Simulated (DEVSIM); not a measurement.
System: Si n-i-p diode, at 300 K.

```tsv
layer (left to right)	material	thickness (μm)	Nd (cm⁻³)	Na (cm⁻³)	τn (s)	τp (s)
1	Si	1.10	1.2e19	-	0.00014	0.00014
2	Si	3.40	-	8.1e12	0.00014	0.00014
3	Si	1.40	-	1e19	0.00014	0.00014
```

Left contact: ohmic. Right contact: ohmic. Voltage is applied to the left contact. Recombination: SRH at mid-gap. Mobility is constant in doping.

This is a model device: material constants are rounded textbook-type values typed into the input, and sizes, dopings and lifetimes were drawn at random. Values at 300 K.

| parameter | Si |
|---|---|
| gap (eV) | 1.124 |
| affinity (eV) | 4.05 |
| permittivity | 11.7 |
| Nc (cm⁻³) | 2.86e19 |
| Nv (cm⁻³) | 3.1e19 |
| μn (cm²/Vs) | 1417 |
| μp (cm²/Vs) | 470 |

Model (solved in DEVSIM): 1D drift-diffusion, Boltzmann statistics, complete ionisation; no tunnelling, impact ionisation, image-force lowering or self-heating.

Q: Tabulate band edges, carrier densities and field at 10.0 V on the left contact.

A: Energies count from the Fermi level of the right contact; mesh points crowd at the junctions.

| x (μm) | Ec (eV) | Ev (eV) | n (cm⁻³) | p (cm⁻³) | field (V/cm) |
|---|---|---|---|---|---|
| 0.000 | -9.977 | -11.102 | 1.2e19 | < 1e2 | ≈ 0 |
| 0.03897 | -9.977 | -11.102 | 1.2e19 | < 1e2 | ≈ 0 |
| 0.1321 | -9.977 | -11.102 | 1.2e19 | < 1e2 | ≈ 0 |
| 0.3758 | -9.977 | -11.102 | 1.2e19 | < 1e2 | ≈ 0 |
| 0.8813 | -9.977 | -11.102 | 1.2e19 | < 1e2 | ≈ 0 |
| 1.030 | -9.977 | -11.102 | 1.2e19 | < 1e2 | ≈ 0 |
| 1.086 | -9.977 | -11.102 | 1.2e19 | < 1e2 | ≈ 0 |
| 1.130 | -9.791 | -10.915 | 8.8e15 | < 1e2 | 33000 |
| 1.219 | -9.505 | -10.628 | 1.4e11 | < 1e2 | 32000 |
| 1.437 | -8.802 | -9.926 | 250 | < 1e2 | 32000 |
| 2.023 | -6.913 | -8.037 | 200 | 210 | 32000 |
| 3.654 | -1.688 | -2.812 | < 1e2 | 630 | 32000 |
| 4.193 | 0.032 | -1.092 | < 1e2 | 780 | 32000 |
| 4.393 | 0.669 | -0.455 | < 1e2 | 7.0e11 | 32000 |
| 4.488 | 0.981 | -0.143 | < 1e2 | 1.2e17 | 45000 |
| 4.518 | 1.095 | -0.029 | < 1e2 | 1.0e19 | ≈ 0 |
| 4.582 | 1.095 | -0.029 | < 1e2 | 1.0e19 | ≈ 0 |
| 4.750 | 1.095 | -0.029 | < 1e2 | 1.0e19 | ≈ 0 |
| 5.375 | 1.095 | -0.029 | < 1e2 | 1.0e19 | ≈ 0 |
| 5.711 | 1.095 | -0.029 | < 1e2 | 1.0e19 | ≈ 0 |
| 5.838 | 1.095 | -0.029 | < 1e2 | 1.0e19 | ≈ 0 |
| 5.900 | 1.095 | -0.029 | < 1e2 | 1.0e19 | ≈ 0 |
